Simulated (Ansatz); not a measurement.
Consider CuI in the zinc blende structure (space group F-43m, No. 216; a = 6.078 Å).

(Cell as relaxed with PBE.)

Levels (all Ansatz, a quantum-chemistry and plane-wave program, PAW, earlier PAW set): PBE (420 eV, spin-orbit coupling left out); r2SCAN (500 eV, without spin-orbit coupling).

Each level relaxes its own structure.

| base | PBE | r2SCAN |
|---|---|---|
| volume per atom | 28.06 Å³ | 27.28 Å³ |
| lattice parameter a | 6.078 Å | 6.021 Å |
| band gap | 1.10 eV | 1.67 eV |

Perturbation: full substitution Cu → Sb; the structure is relaxed again.

```json
[
 {"quantity": "lattice parameter a", "PBE": "7.416 Å", "r2SCAN": "___"},
 {"quantity": "band gap", "PBE": "zero", "r2SCAN": "___"}
]
```

Problem. Predict the r2SCAN column.

Solution. 
- lattice parameter a, r2SCAN: 7.370 Å
- band gap, r2SCAN: zero

PBE's lattice parameter a lies 0.046 Å above r2SCAN's (0.6 %); the two agree on the band gap. Neither level is exact; r2SCAN is the comparison here, not a measurement.

With I present, leaving out spin-orbit coupling can change the band edges. No phonon test of stability was made. As relaxed here, SbI is a hypothetical phase, not in the database extracts checked. The final runs are not spin-polarised.
